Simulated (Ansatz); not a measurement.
We consider KCSN (Pbcm, No. 57), described by B3LYP (VWN-RPA form) (PAW; Ansatz, an electronic-structure program).

The input as run:

Ansatz 0.2 input:
```yaml
crystal:
  lattice:
    - [6.691, 0.0, 0.0]
    - [0.0, 6.707, 0.0]
    - [0.0, 0.0, 7.621]
  atoms:
    - { symbol: K, position: [0.25, 0.208, 0.5] }
    - { symbol: K, position: [0.75, 0.792, 0.0] }
    - { symbol: K, position: [0.75, 0.792, 0.5] }
    - { symbol: K, position: [0.25, 0.208, 0.0] }
    - { symbol: C, position: [0.2871, 0.7704, 0.75] }
    - { symbol: C, position: [0.2129, 0.7704, 0.25] }
    - { symbol: C, position: [0.7871, 0.2296, 0.75] }
    - { symbol: C, position: [0.7129, 0.2296, 0.25] }
    - { symbol: S, position: [0.1087, 0.605, 0.75] }
    - { symbol: S, position: [0.3913, 0.605, 0.25] }
    - { symbol: S, position: [0.6087, 0.395, 0.75] }
    - { symbol: S, position: [0.8913, 0.395, 0.25] }
    - { symbol: N, position: [0.4154, 0.889, 0.75] }
    - { symbol: N, position: [0.0846, 0.889, 0.25] }
    - { symbol: N, position: [0.9154, 0.111, 0.75] }
    - { symbol: N, position: [0.5846, 0.111, 0.25] }
basis:
  ecutwfc: 460
  ecutrho_ratio: 4
  xc_grid: 2
kpoints:
  mp_grid: { grid: [4, 4, 4] }
  band_path: { path: [[0, 0, 0], [0.46875, -0.5, 0.0]], npoints: 1 }
hamiltonian:
  xc: b3lyp
  dispersion: none
  pseudopotentials: { kind: paw }
scf:
  occupations: { method: fermi_dirac, width: 0.01 }
  convergence: { dr2_threshold: 0.0000000016 }
output:
  forces: true
  stress: true
  eigenvalues: true
  write_bands: true
```

Excerpt of the program's output:

```
WARN output.stress: scf.exx.energy_threshold = 1e-6 eV is looser than the 1.6e-7 eV advised for a stress under a hybrid functional (1e-8 eV for each atom of …
Crystal: 16 atoms, lattice volume = 342.004 Å³
Basis set: ecut = 460 eV, 7707 PW (Γ), exchange–correlation on 96×96×108 points (8 copies of the dense FFT grid, shifted against one another)
Bands: 64, of which v1, the nominal top of the filled ones, is band 48 counted from 1 (47 counted from 0)
Symmetry: 8 space group operations
Space group: Pbcm (ITA 57), of the structure as read, at distance tolerance 7.0e-5 Å
k-points: 27 of 64
Functional: x = 0.1 slater + 0.9 b88, c = 0.19 vwn_rpa + 0.81 lyp, warm-up for x = 0.08 slater + 0.72 b88 + 0.2 exact, c = 0.19 vwn_rpa + 0.81 lyp
SCF iter   1: F=—  HF=-12352.163957 eV  |F-HF|=—  |Δ(HF+E_count)|=         —  Δρ=6.16e-3  dr2=7.39e-2
SCF iter   2: F=—  HF=-12352.135903 eV  |F-HF|=—  |Δ(HF+E_count)|=   2.81e-2  Δρ=2.97e-3  dr2=2.91e-2
  ...
Crystal: 16 atoms, lattice volume = 342.004 Å³
Initial density: handed on by an earlier stage of this run
Functional: x = 0.08 slater + 0.72 b88 + 0.2 exact, c = 0.19 vwn_rpa + 0.81 lyp
Crystal: 16 atoms, lattice volume = 342.004 Å³
SCF iter   4: F=—  HF=-12362.134114 eV  |F-HF|=—  |Δ(HF+E_count)|=   4.88e-9  Δρ=9.58e-7  dr2=3.76e-9
SCF iter   5: F=-12362.134114 eV  HF=-12362.134114 eV  |F-HF|=3.09e-11  |Δ(HF+E_count)|=  8.69e-10  Δρ=2.28e-7  dr2=1.78e-10
SCF 3 converged in 5 iterations: F = -12362.134114 eV  dr2 = 1.78e-10
Free energy (F): -12362.134115 eV
Internal energy: -12362.134115 eV  (E = F + TS)
E sigma→0 (E₀):  -12362.134115 eV
Fermi energy:    4.466754 eV
--- Forces (eV/Å), atoms counted from 1 ---
  atom   1  K      0.00000000    -0.07593496     0.00000000
  atom   2  K      0.00000000     0.07593496     0.00000000
  atom   3  K      0.00000000     0.07593496     0.00000000
  atom   4  K      0.00000000    -0.07593496    -0.00000000
  atom   5  C      0.06755801     0.06799417     0.00000000
  atom   6  C     -0.06755801     0.06799417     0.00000000
  atom   7  C      0.06755801    -0.06799417     0.00000000
  atom   8  C     -0.06755801    -0.06799417     0.00000000
  atom   9  S     -0.19438887    -0.19848374     0.00000000
  atom  10  S      0.19438887    -0.19848374     0.00000000
  atom  11  S     -0.19438887     0.19848374     0.00000000
  atom  12  S      0.19438887     0.19848374     0.00000000
  atom  13  N      0.15267102     0.14479611     0.00000000
  atom  14  N     -0.15267102     0.14479611     0.00000000
  atom  15  N      0.15267102    -0.14479611     0.00000000
  atom  16  N     -0.15267102    -0.14479611     0.00000000
--- Stress (GPa, compression-positive) ---
        1.725048       0.000000       0.000000
        0.000000       1.809665       0.000000
        0.000000       0.000000       1.025773
  P = ⅓ Tr σ = 1.5202 GPa (15.202 kbar)
```

The PAW data were made under PBE.

Note: cell and atoms aren't relaxed at this level (largest force component 0.20 eV/Å, pressure 1.5 GPa).
